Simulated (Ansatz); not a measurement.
**AlRu in the CsCl type structure (space group Pm-3m, No. 221)**

```yaml
crystal:
  lattice:
    - [2.98252, 0.00000, 0.00000]
    - [0.00000, 2.98252, 0.00000]
    - [0.00000, 0.00000, 2.98252]
  atoms:
    - { symbol: Al, position: [0.50000, 0.50000, 0.50000] }
    - { symbol: Ru, position: [0.00000, 0.00000, 0.00000] }
```

The values are results of r2SCAN in Ansatz (plane waves to 500 eV, PAW, no SOC), not measurements. k-mesh 16×16×16 (Γ-centred); smearing 0.05 eV (Fermi–Dirac).

```json
{
  "volume_per_atom": "13.27 Å³",
  "density": "8.01 g/cm³",
  "band_gap": "zero",
  "total_energy": "-3216.271 eV/atom (σ→0; compares only within this code and set-up)"
}
```

Whether these cells are dynamically stable was not tested. All final runs are without spin polarisation.

Ansatz is an electronic-structure program.
